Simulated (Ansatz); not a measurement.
Total g(r) from a molecular-dynamics run [in the run: Γ point only, which a denser mesh shifts by -0.7 GPa in pressure and 0.03 eV/Å in forces]. These are PBE (plane waves, PAW; Ansatz, a program for electronic structure) values and carry that method's errors.

```csv
r (Å),g(r)
1.02,0.00
1.14,0.00
1.26,0.00
1.38,0.00
1.50,0.00
1.62,0.00
1.74,0.00
1.86,0.00
1.98,0.00
2.10,0.00
2.22,0.53
2.34,5.59
2.46,3.38
2.58,0.29
2.70,0.01
2.82,0.00
2.94,0.00
3.06,0.00
3.18,0.00
3.30,0.00
3.42,0.01
3.54,0.13
3.66,0.87
3.78,2.93
3.90,3.99
4.02,2.36
4.14,0.62
4.26,0.45
4.38,1.28
4.50,2.40
4.62,2.29
4.74,1.16
4.86,0.32
4.98,0.04
5.10,0.03
5.22,0.15
5.34,0.50
5.46,0.89
```

**Question.** Which system gave this curve?
A) Ag (fcc), crystal, 1072 K
B) AlN (zinc blende; a metastable form), crystal, 310 K, 10.2 GPa
C) Si (diamond structure), crystal, 571 K
D) Si15P, liquid, 2239 K

**Answer.** C, Si (diamond structure), crystal, 571 K
